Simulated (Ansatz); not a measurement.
An Ansatz (a first-principles code) input (PBEsol (Ansatz, PAW, without spin-orbit coupling), earlier PAW set):

Ansatz 0.2 input:
```yaml
crystal:
  lattice:
    - [4.0789108005, 0, 0]
    - [0, 4.0789108005, 0]
    - [2.0394554002, -2.0394554002, 2.8135809712]
  atoms:
    - { symbol: As, position: [0.25, 0.25, 0.5] }
    - { symbol: Al, position: [0, 0, 0] }
basis: { ecutwfc: 420, ecutrho_ratio: 4, xc_grid: 2, fft_grid_basis: typed }
kpoints: { mp_grid: { grid: [10, 10, 10] } }
hamiltonian:
  xc: pbesol
  dispersion: none
  pseudopotentials: { azcp: { folder: ./paw }, kind: paw }
scf: { occupations: { method: fermi_dirac, width: 0.05 } }
relax: { f_tol: 0.005, max_steps: 50, cell: { stress_tol: 0.01, fix: [a, b, gamma] } }
output: { forces: true, stress: true }
checkpoint: { write: state.ck, write_every: 1000 }
```

Question: Which symmetry and how many k-points will the program report, and about how many plane waves at Γ?

Answer: Space group I-4m2 (ITA 119) with 8 operations, k-points 102 of 1000, and 925 plane waves at Γ.

Question: And the final pressure?

Answer: -1.12 GPa (compression positive).

The cells carry an imposed strain or load. Stability against distortions was not tested. The cell was made from AlAs in the zinc blende structure (space group F-43m, No. 216) by this change: biaxial strain +1.66 %, plane normal [001], relaxed out of plane.
